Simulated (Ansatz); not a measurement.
An Ansatz (a program for electronic structure) input for (Si)5/(Ge)7 zinc blende (111) superlattice on Si:

Ansatz 0.2 input:
```yaml
crystal:
  lattice:
    - [3.867874085, -0.000000027, 0.0]
    - [-1.933937016, 3.349677227, 0.0]
    - [0.0, 0.0, 39.8897074]
  atoms:
    - { symbol: Si, position: [0.0, 0.0, 0.0] }
    - { symbol: Si, position: [0.0, 0.0, 0.0593782] }
    - { symbol: Si, position: [0.3333333, 0.6666667, 0.0791709] }
    - { symbol: Si, position: [0.3333333, 0.6666667, 0.1385492] }
    - { symbol: Si, position: [0.6666667, 0.3333333, 0.1583419] }
    - { symbol: Si, position: [0.6666667, 0.3333333, 0.2177201] }
    - { symbol: Si, position: [0.0, 0.0, 0.2375128] }
    - { symbol: Si, position: [0.0, 0.0, 0.2968911] }
    - { symbol: Si, position: [0.3333333, 0.6666667, 0.3166838] }
    - { symbol: Si, position: [0.3333333, 0.6666667, 0.376062] }
    - { symbol: Ge, position: [0.6666667, 0.3333333, 0.3967467] }
    - { symbol: Ge, position: [0.6666667, 0.3333333, 0.4614765] }
    - { symbol: Ge, position: [0.0, 0.0, 0.4830531] }
    - { symbol: Ge, position: [0.0, 0.0, 0.547783] }
    - { symbol: Ge, position: [0.3333333, 0.6666667, 0.5693596] }
    - { symbol: Ge, position: [0.3333333, 0.6666667, 0.6340895] }
    - { symbol: Ge, position: [0.6666667, 0.3333333, 0.6556661] }
    - { symbol: Ge, position: [0.6666667, 0.3333333, 0.7203959] }
    - { symbol: Ge, position: [0.0, 0.0, 0.7419725] }
    - { symbol: Ge, position: [0.0, 0.0, 0.8067024] }
    - { symbol: Ge, position: [0.3333333, 0.6666667, 0.828279] }
    - { symbol: Ge, position: [0.3333333, 0.6666667, 0.8930089] }
    - { symbol: Ge, position: [0.6666667, 0.3333333, 0.9145855] }
    - { symbol: Ge, position: [0.6666667, 0.3333333, 0.9793153] }
basis:
  ecutwfc: 420
  ecutrho_ratio: 4
  xc_grid: 2
kpoints:
  mp_grid: { grid: [9, 9, 1] }
hamiltonian:
  xc: pbe
  dispersion: none
  pseudopotentials: { kind: paw }
scf:
  n_extra_bands: 18
  occupations: { method: fermi_dirac, width: 0.01 }
output:
  forces: true
  stress: true
  eigenstates:
    kpoints:
      - [0, 0, 0]
      - [0, 0, 0.5]
      - [0.333333333333, 0.333333333333, 0]
      - [0.5, 0, 0]
    e_range: [-4.0, 6.0]
    localisation: true
relax:
  f_tol: 0.02
  max_steps: 60
  cell: { fix: [a, b, angles], stress_tol: 0.08 }
```

These are PBE (plane waves to 420 eV, PAW; Ansatz) values and carry that method's errors. No spin–orbit coupling. Its k-point mesh 9×9×1, Fermi–Dirac width 0.01 eV.

Write the closing report of this run, without the band table and long remarks, to eight decimals at most.


```
SCF converged after 6 iterations
Free energy (F): -66486.939946 eV
Harris-Foulkes:  -66486.939946 eV  (|F-HF|=1.31e-10)
Internal energy: -66486.938842 eV  (E = F + TS)
E sigma→0 (E₀):  -66486.939394 eV
Entropy (-TS):   -0.001104 eV (-0.046 meV/atom)
Fermi energy:    8.208190 eV
--- Per-component energies (eV) ---
  E_band       = -2104.485702
  E_kinetic    = 1969.684184
  E_local      = -167139.280110  (includes V_loc(G=0)·N_el)
  E_nonlocal   = 6122.679960
  E_hartree    = 81364.362186
  E_xc         = -1612.687853
  E_vxc        = -1375.877066  (∫ρ·V_xc dr)
  E_paw        = -33408.329897  (= ΣΔE_a)
  E_vpaw       = -4410.421844  (= ΣTr[D̂ρ^β])
  E_aug_tail   = 0.004864  (compensation charges beyond the density's cutoff)
  E_ewald      = 46216.627824
  E_smearing   = -0.001104  (= −TS)
  E_closure    = 0.000000  (closes the sum)
  Σ components = -66486.939946   (vs F -66486.939946, Δ=0.00e0)
--- Forces (eV/Å), atoms counted from 1 ---
  atom   1  Si    0.00000000     0.00000000     0.00244642
  atom   2  Si     0.00000000    0.00000000    -0.00233703
  atom   3  Si    0.00000000     0.00000000    -0.00077506
  atom   4  Si     0.00000000    0.00000000     0.00081794
  atom   5  Si    0.00000000     0.00000000    -0.00074075
  atom   6  Si     0.00000000    0.00000000     0.00074075
  atom   7  Si    0.00000000     0.00000000    -0.00081794
  atom   8  Si     0.00000000    0.00000000     0.00077506
  atom   9  Si     0.00000000     0.00000000     0.00233703
  atom  10  Si     0.00000000    0.00000000    -0.00244642
  atom  11  Ge    0.00000000     0.00000000     0.00241895
  atom  12  Ge     0.00000000    0.00000000    -0.00395646
  atom  13  Ge    0.00000000     0.00000000     0.00222295
  atom  14  Ge     0.00000000    0.00000000     0.00014004
  atom  15  Ge     0.00000000     0.00000000     0.00119406
  atom  16  Ge     0.00000000    0.00000000    -0.00063197
  atom  17  Ge    0.00000000     0.00000000     0.00058935
  atom  18  Ge     0.00000000    0.00000000    -0.00058935
  atom  19  Ge    0.00000000     0.00000000     0.00063197
  atom  20  Ge     0.00000000    0.00000000    -0.00119406
  atom  21  Ge    0.00000000     0.00000000    -0.00014004
  atom  22  Ge     0.00000000    0.00000000    -0.00222295
  atom  23  Ge    0.00000000     0.00000000     0.00395646
  atom  24  Ge     0.00000000    0.00000000    -0.00241895
  max |Σ_I F_I| component: 2.31e-18 eV/Å
--- Stress (GPa, compression-positive) ---
        5.615260      0.000000       0.000000
       0.000000       5.615260       0.000000
       0.000000       0.000000      -0.010073
  P = ⅓ Tr σ = 3.7401 GPa (37.401 kbar)
--- Relaxed structure (4 steps of the walk, 4 accepted, 1 SCFs on fresh bases) ---
  F+E_penalty+E_count = -66486.93994557 eV   max|allowed force component| = 3.956e-3 eV/Å   (the final SCF, on the basis selected at the relaxed cell)
  cell:  # Å, volume = 511.3556 Å³
    - [3.86787408, -2.87997821e-8, 0.0]
    - [-1.93393702, 3.34967723, 0.0]
    - [0.0, 0.0, 39.46823723]
  atoms:
    - { symbol: Si, position: [0.0, 0.0, -0.00175489] }
    - { symbol: Si, position: [0.0, 0.0, 0.05814953] }
    - { symbol: Si, position: [0.33333333, 0.66666667, 0.07809153] }
    - { symbol: Si, position: [0.33333333, 0.66666667, 0.13811235] }
    - { symbol: Si, position: [0.66666667, 0.33333333, 0.15803552] }
    - { symbol: Si, position: [0.66666667, 0.33333333, 0.21802648] }
    - { symbol: Si, position: [0.0, 0.0, 0.23794965] }
    - { symbol: Si, position: [0.0, 0.0, 0.29797047] }
    - { symbol: Si, position: [0.33333333, 0.66666667, 0.31791247] }
    - { symbol: Si, position: [0.33333333, 0.66666667, 0.37781689] }
    - { symbol: Ge, position: [0.66666667, 0.33333333, 0.39909086] }
    - { symbol: Ge, position: [0.66666667, 0.33333333, 0.46193094] }
    - { symbol: Ge, position: [0.0, 0.0, 0.48495481] }
    - { symbol: Ge, position: [0.0, 0.0, 0.54767167] }
    - { symbol: Ge, position: [0.33333333, 0.66666667, 0.57077562] }
    - { symbol: Ge, position: [0.33333333, 0.66666667, 0.63352482] }
    - { symbol: Ge, position: [0.66666667, 0.33333333, 0.65665679] }
    - { symbol: Ge, position: [0.66666667, 0.33333333, 0.71940521] }
    - { symbol: Ge, position: [0.0, 0.0, 0.74253718] }
    - { symbol: Ge, position: [0.0, 0.0, 0.80528638] }
    - { symbol: Ge, position: [0.33333333, 0.66666667, 0.82839033] }
    - { symbol: Ge, position: [0.33333333, 0.66666667, 0.89110719] }
    - { symbol: Ge, position: [0.66666667, 0.33333333, 0.91413106] }
    - { symbol: Ge, position: [0.66666667, 0.33333333, 0.97697114] }
```

Cost: roughly 2.9 core-minutes.
